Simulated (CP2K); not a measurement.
Band structure of ScAu4 (I4/m, 5 atoms in the cell).

```
CELL_PARAMETERS angstrom
      5.04566     0.00000     0.00000
     -3.43998     3.69123     0.00000
     -0.80284    -1.84562     4.62686
ATOMIC_POSITIONS crystal
  Sc 0.00000 0.00000 0.00000
  Au 0.79718 0.60235 0.39953
  Au 0.20282 0.39765 0.60047
  Au 0.60235 0.20282 0.80517
  Au 0.39765 0.79718 0.19483
```

Method: LDA (Pade form), GPW, DZVP-MOLOPT-SR-GTH basis, GTH-PADE potentials (GTH_POTENTIALS) in CP2K.

Settings: CUTOFF = 600 Ry; REL_CUTOFF = 50 Ry; SMEAR/METHOD = GAUSSIAN; SIGMA = 0.272 eV; KPOINTS/SCHEME = MONKHORST-PACK 6 6 6; GAMMA_CENTERED = T; XC_FUNCTIONAL = PADE; Sc/BASIS_SET = DZVP-MOLOPT-SR-GTH-q11; Sc/POTENTIAL = GTH-PADE-q11; Au/BASIS_SET = DZVP-MOLOPT-SR-GTH-q11; Au/POTENTIAL = GTH-PADE-q11; METHOD = GPW; EPS_DEFAULT = 1e-10; EXTRAPOLATION = USE_GUESS.

The starting cell comes from a database of computed structures (which also holds hypothetical and non-ambient phases and stackings), without a prior relaxation at this level. Its lattice was rescaled by a random factor within 2.5 % of one. Spin-orbit coupling is off. Values carry the incompleteness of an atom-centred basis.

Levels in eV from the Fermi level, bands 25 to 30:
```json
[
 {"point": "Γ", "25": "-2.41", "26": "-2.06", "27": "0.54", "28": "1.63", "29": "1.66", "30": "1.66"},
 {"point": "X", "25": "-2.67", "26": "-2.52", "27": "0.77", "28": "1.09", "29": "1.31", "30": "1.37"},
 {"point": "M", "25": "-2.58", "26": "-2.16", "27": "-2.06", "28": "-2.06", "29": "1.58", "30": "2.32"},
 {"point": "Z", "25": "-2.43", "26": "-1.95", "27": "-1.74", "28": "-1.74", "29": "-0.12", "30": "1.96"},
 {"point": "P", "25": "-2.21", "26": "-2.21", "27": "-2.01", "28": "-1.50", "29": "1.76", "30": "1.93"},
 {"point": "N", "25": "-2.75", "26": "-1.97", "27": "-1.09", "28": "-0.76", "29": "1.24", "30": "1.47"},
 {"point": "Z1", "25": "-2.43", "26": "-1.95", "27": "-1.74", "28": "-1.74", "29": "-0.12", "30": "1.96"}
]
```

Bands cross the Fermi level along this path, so the cell is metallic at this level.

Higher empty bands are left out: an atom-centred basis made for the valence describes them poorly.
